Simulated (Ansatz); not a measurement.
Defect: B vacancy in zinc-blende BN, charge state -3. The step: a nearby B atom hops onto the vacant site; the atom moves 2.47 Å along (0.00, 0.48, -0.48) of the unit cell; the moving atom starts with neighbours N at 1.47, 2 N at 1.59, N at 1.61 Å and ends with N at 1.47, 2 N at 1.59, N at 1.61 Å. DFT values are from Ansatz (plane-wave PAW, 420 eV unless said) in a cell of 64 host sites, spin-restricted, static, with no finite-size correction. The charge state is imposed; whether it is stable for some Fermi level was not computed. Forms of the defect that were not tried may lie lower. For the PBE band: the saddle point's order was not checked, and it lies on a symmetry element of the cell, where a band can be held.

```
Level                                                                           Forward barrier (eV)  Cost of the band or of the saddle's single point
------------------------------------------------------------------------------  --------------------  ------------------------------------------------
CHGNet universal potential (has no charge state), its own band                                  2.45                                                 -
PBE, a 2×2×2 k-point mesh shifted by half a step, band relaxed                                  3.53                    around 22 core-minutes (rough)
PBE, a 3×3×3 k-point mesh shifted by half a step, same geometries                               3.53                   around 100 core-seconds (rough)
r2SCAN at 500 eV, a 2×2×2 k-point mesh shifted by half a step, same geometries                     ?                           roughly 70 core-seconds
```

### Question
Fill in the missing entries.

### Answer

- r2SCAN at 500 eV, a 2×2×2 k-point mesh shifted by half a step, same geometries, Forward barrier (eV): 3.74

Ansatz is a quantum-chemistry and plane-wave program.
